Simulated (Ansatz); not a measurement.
CsCl-type NiTi (cubic form, which distorts at low temperature) was calculated with r²SCAN+rVV10 in Ansatz (plane waves, PAW).

Settings: plane-wave cutoff 560 eV, 18×18×18 k mesh, Fermi–Dirac smearing 0.05 eV, spin-polarised start, scalar-relativistic PAW data made under PBE.

Cell (relaxed at this level):

```yaml
crystal:
  lattice:
    - [2.97958, 0.00000, 0.00000]
    - [0.00000, 2.97958, 0.00000]
    - [0.00000, 0.00000, 2.97958]
  atoms:
    - { symbol: Ti, position: [0.50000, 0.50000, 0.50000] }
    - { symbol: Ni, position: [0.00000, 0.00000, 0.00000] }
```

**Question.** What does this level give for the bulk modulus and pressure derivative B′ of the bulk modulus?

**Answer.** 
- bulk modulus: 178 GPa
- pressure derivative B′ of the bulk modulus: 4.2

The run finds no gap.

Note: the starting moments vanished in the run, and other orders were not tried; symmetry holds this phase in the static calculation, where it need not be a minimum; the relaxation could not lower the start's symmetry, so the cell can be a saddle point above a distorted one.

The computed numbers hold no vibrational or temperature effects.

Cost on a shared machine: roughly 30 core-minutes.

Ansatz is a quantum-chemistry and plane-wave program.
